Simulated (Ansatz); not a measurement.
```xyz
2
Lattice="2.8874 0.0000 0.0000 0.0000 2.8874 0.0000 1.4437 -1.4437 2.0417" Properties=species:S:1:pos:R:3 pbc="T T T"
Li     0.0000     0.0000     0.0000
F      1.4437     1.4437     0.0000
```

Space group of this cell: Fm-3m, rock salt. The cell is taken as given; by r2SCAN its mean pressure is -4.6 GPa.

All values below come from r2SCAN (plane waves, PAW; Ansatz, a quantum-chemistry and plane-wave program).

The current runs along the normal of the first two printed vectors; no spin-orbit coupling. Scaled by the factor s: the length along the current (ions clamped). The meshes follow the cell: 16×16×16 and 10×10 across at s = 0.97, 14×14×14 and 10×10 across at s = 1.00, 14×14×14 and 10×10 across at s = 1.03.

```json
[
 {"s": "0.97", "mean pressure (GPa)": "-2.6", "band gap (eV)": "9.93"},
 {"s": "1.00", "mean pressure (GPa)": "-4.6", "band gap (eV)": "9.69"},
 {"s": "1.03", "mean pressure (GPa)": "-6.1", "band gap (eV)": "?"}
]
```

Problem. Take the slope of the band gap against ln s from the two given rows, extrapolate to s = 1.03, and say what the run there gives.

Solution. Slope = (9.93 − 9.69) / ln 0.97 = -7.88 eV. The line gives 9.69 + (-7.88) × ln 1.03 = 9.46 eV. The run gives 9.39 eV, 0.07 eV under the line, 29 % of the predicted step.
